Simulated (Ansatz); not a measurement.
Where the default PAW files enter, the runs use the earlier of Ansatz's two default sets.

Evanescent states of CdTe (F-43m, zinc blende, 2 atoms a cell, 35.4 Å³ an atom) along the normal of (111)

All values below come from r2SCAN (plane waves, PAW; Ansatz, an electronic-structure program).

No gap correction and no spin-orbit coupling; mid-gap is the computed energy nearest the middle.

Energies count from the valence-band top; κ is the least over a 12×12 mesh across the current.

| E (eV) | κ (1/Å) | where |
|---|---|---|
| 0.04 | 0.026 | Γ |
| 0.10 | 0.044 | Γ |
| 0.17 | 0.055 | Γ |
| 0.24 | 0.063 | Γ |
| 0.32 | [?] | Γ |
| 0.39 | [?] | Γ |
| 0.46 | [?] | Γ |
| 0.53 | [?] | Γ |
| 0.59 | [?] | Γ |
| 0.67 | [?] | Γ |
| 0.73 | [?] | Γ |
| 0.81 | [?] | Γ |
| 0.88 | 0.068 | Γ |
| 0.94 | 0.062 | Γ |
| 1.01 | 0.052 | Γ |
| 1.08 | 0.038 | Γ |

What belongs in the gaps?


- 0.32, κ (1/Å): 0.069
- 0.39, κ (1/Å): 0.073
- 0.46, κ (1/Å): 0.076
- 0.53, κ (1/Å): 0.078
- 0.59, κ (1/Å): 0.078
- 0.67, κ (1/Å): 0.078
- 0.73, κ (1/Å): 0.076
- 0.81, κ (1/Å): 0.073
